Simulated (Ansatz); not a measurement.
We consider C (model structure, I4/mmm, No. 139, 4 atoms in the cell), described by LDA in Ansatz (plane waves, PAW).

Settings: plane-wave cutoff 520 eV, 16×16×16 k mesh, Fermi–Dirac smearing 0.01 eV, scalar-relativistic PAW data made under PBE.

Cell (relaxed at this level):

```
C
1.0
   -2.16429     2.16429     1.24188
    2.16429    -2.16429     1.24188
    2.16429     2.16429    -1.24188
C
4
Direct
  0.18037   0.18037   0.36073
  0.18037   0.81963   0.00000
  0.81963   0.18037   0.00000
  0.81963   0.81963   0.63927
```

Q: Predict the band gap, direct gap at Γ and bulk modulus.

A: 
- band gap: 2.32 eV (on the SCF k mesh)
- direct gap at Γ: 5.36 eV
- bulk modulus: 433 GPa

Note: the bulk modulus is −V dP/dV from two relaxed cells at ±2 % in volume; the relaxation could raise the start's symmetry but not lower it, so the cell can be a saddle point.

Computed values are for the static lattice.

A model structure was made by putting elements into a prototype or built by hand; it is no filed structure, need not be a known phase, and can be a saddle point held by its symmetry.

Ansatz is an electronic-structure program.
